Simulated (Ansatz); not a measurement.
The reference is GaS in the beta-GaS type structure (space group P6_3/mmc, No. 194; layered, stacked along the Cartesian z axis).

```xyz
8
Lattice="3.5342 0.0000 0.0000 -1.7671 3.0607 0.0000 0.0000 0.0000 15.0389" Properties=species:S:1:pos:R:3 pbc="T T T"
Ga     0.0000     2.0405    10.0695
Ga     1.7671     1.0202     2.5501
Ga     1.7671     1.0202     4.9694
Ga     0.0000     2.0405    12.4888
S      0.0000     2.0405     1.4580
S      1.7671     1.0202     8.9774
S      1.7671     1.0202    13.5809
S      0.0000     2.0405     6.0615
```

Computed with DFT with PBEsol-D3(BJ), PAW potentials and a 420 eV plane-wave cutoff in Ansatz (an electronic-structure program), spin-orbit coupling left out.

Base values:

| Property | Result |
|---|---|
| c/a ratio | 4.255 |
| Lattice parameter a | 3.534 Å |

Now apply this change: a hydrostatic pressure of 50 GPa.

**Question.** Predict the new c/a ratio and lattice parameter a.

**Answer.** The c/a ratio rises by 0.0674 (4.255 → 4.323); the lattice parameter a drops by 0.4666 Å, from 3.534 Å to 3.068 Å.

A case with no gap was solved on a k-mesh chosen for an insulator, which is coarse for it. Load acts through the strain it causes; cell and atoms are relaxed under it. Stability against distortions was not tested. Competing high-pressure phases were not computed. All final runs are without spin polarisation.
